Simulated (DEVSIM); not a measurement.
## Si p-i-n diode

Device: Si p-i-n diode, at 250 K.

```csv
layer (left to right),material,thickness (μm),Nd (cm⁻³),Na (cm⁻³),τn (s),τp (s)
1,Si,1.70,-,2.7e18,2.5e-5,2.5e-5
2,Si,7.40,1.5e12,-,2.5e-5,2.5e-5
3,Si,1.40,2.4e17,-,2.5e-5,2.5e-5
```

Left contact: ohmic. Right contact: ohmic. Voltage is applied to the left contact. Recombination: SRH at mid-gap, radiative, Auger. Mobility is constant in doping.

Constants are typed, rounded textbook-type inputs, not results; the design itself was drawn at random and stands for no fabricated device. Values at 300 K; Nc and Nv go as T^1.5, mobilities as T to minus their exponent, the gap by Varshni's rule with the affinity fixed.

| parameter | Si |
|---|---|
| gap (eV) | 1.124 |
| affinity (eV) | 4.05 |
| permittivity | 11.7 |
| Nc (cm⁻³) | 2.86e19 |
| Nv (cm⁻³) | 3.1e19 |
| μn (cm²/Vs) | 1417 |
| μp (cm²/Vs) | 470 |
| T exponent of μn | 2.3 |
| T exponent of μp | 2.2 |
| B (cm³/s) | 4.7e-15 |
| Cn (cm⁶/s) | 2.8e-31 |
| Cp (cm⁶/s) | 9.9e-32 |
| Varshni α (eV/K) | 0.000473 |
| Varshni β (K) | 636 |

DEVSIM, 1D drift-diffusion, Boltzmann statistics, complete ionisation; no tunnelling, impact ionisation, image-force lowering or self-heating.

```
Item                                            Result
---------------------------------------------  -------
Potential step across the device at zero bias  0.992 V
Dark forward voltage at 1 A/cm²                0.758 V
Dark forward voltage at 100 A/cm²              0.867 V
```

Dark forward current:

| V (V) | J (A/cm²) |
|---|---|
| 0.05 | 5.0e-11 |
| 0.10 | 2.2e-10 |
| 0.15 | 8.2e-10 |
| 0.20 | 3.0e-9 |
| 0.25 | 1.1e-8 |
| 0.30 | 4.4e-8 |
| 0.35 | 1.8e-7 |
| 0.40 | 8.2e-7 |
| 0.45 | 4.1e-6 |
| 0.50 | 2.1e-5 |
| 0.55 | 0.00012 |
| 0.60 | 0.00090 |
| 0.65 | 0.0078 |
| 0.70 | 0.074 |
| 0.75 | 0.72 |
| 0.80 | 6.6 |
| 0.85 | 53 |
| 0.90 | 350 |
| 0.95 | 1800 |
| 1.00 | 6600 |

Dark reverse current:

```json
[
 {"V (V)": "-0.10", "J (A/cm²)": "-3.1e-11"},
 {"V (V)": "-0.25", "J (A/cm²)": "-5.6e-11"},
 {"V (V)": "-0.50", "J (A/cm²)": "-8.2e-11"},
 {"V (V)": "-0.75", "J (A/cm²)": "-9.9e-11"},
 {"V (V)": "-1.00", "J (A/cm²)": "-1.1e-10"},
 {"V (V)": "-1.50", "J (A/cm²)": "-1.3e-10"},
 {"V (V)": "-2.00", "J (A/cm²)": "-1.4e-10"},
 {"V (V)": "-2.50", "J (A/cm²)": "-1.5e-10"},
 {"V (V)": "-3.25", "J (A/cm²)": "-1.5e-10"},
 {"V (V)": "-4.00", "J (A/cm²)": "-1.6e-10"},
 {"V (V)": "-5.00", "J (A/cm²)": "-1.6e-10"}
]
```
